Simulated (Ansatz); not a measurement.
Si (model structure, R-3m, No. 166, 6 atoms in the cell), treated with HSE06 (Ansatz, an electronic-structure program, PAW).

Numerical settings: plane-wave cutoff 460 eV, 6×6×6 k mesh, Fermi–Dirac smearing 0.01 eV, scalar-relativistic PAW data made under PBE.

Cell (relaxed with PBEsol):

```xyz
6
Lattice="1.9151 1.1057 9.4589 -1.9151 1.1057 9.4589 0.0000 -2.2113 9.4589" Properties=species:S:1:pos:R:3 pbc="T T T"
Si     0.0000     0.0000    20.8832
Si     0.0000     0.0000    23.2503
Si     0.0000     0.0000     5.1265
Si     0.0000     0.0000     7.4936
Si     0.0000     0.0000    27.2024
Si     0.0000     0.0000     1.1744
```

Task: Give the computed band gap, smallest direct gap on the k points sampled and direct gap at Γ.

Result: 
band gap: 1.05 eV (on the SCF k mesh) (indirect)
smallest direct gap on the k points sampled: 2.08 eV
direct gap at Γ: 2.09 eV

Note: the relaxation could raise the start's symmetry but not lower it, so the cell can be a saddle point; cell and atoms aren't relaxed at this level (pressure 0.4 GPa).

It cost roughly 6 core-minutes of CPU time.

A model structure was made by putting elements into a prototype or built by hand; it is no filed structure, need not be a known phase, and can be a saddle point held by its symmetry.
